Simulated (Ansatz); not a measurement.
# HgO in the zinc blende structure (space group F-43m, No. 216; a hypothetical phase, not in the database extracts checked)

```
CELL_PARAMETERS angstrom
      0.00000     2.59806     2.59806
      2.59806     0.00000     2.59806
      2.59806     2.59806     0.00000
ATOMIC_POSITIONS crystal
  O  0.75000 0.75000 0.75000
  Hg 0.00000 0.00000 0.00000
```

The values are results of Kohn–Sham DFT with the PBEsol functional, run in Ansatz (an electronic-structure program) with PAW and 420 eV plane waves, without spin-orbit coupling, not measurements. k-mesh 15×15×15 (Γ-centred); smearing 0.05 eV (Fermi–Dirac).

- Volume per atom = 17.54 Å³
- Density = 10.25 g/cm³
- Band gap = zero
- Total energy = -7113.359 eV/atom (σ→0; compares only within this code and set-up)

With Hg present, leaving out spin-orbit coupling can change the band edges. Stability against distortions was not tested. All final runs are without spin polarisation. A zero or small gap of HgO can be the functional's error rather than a property of the material.
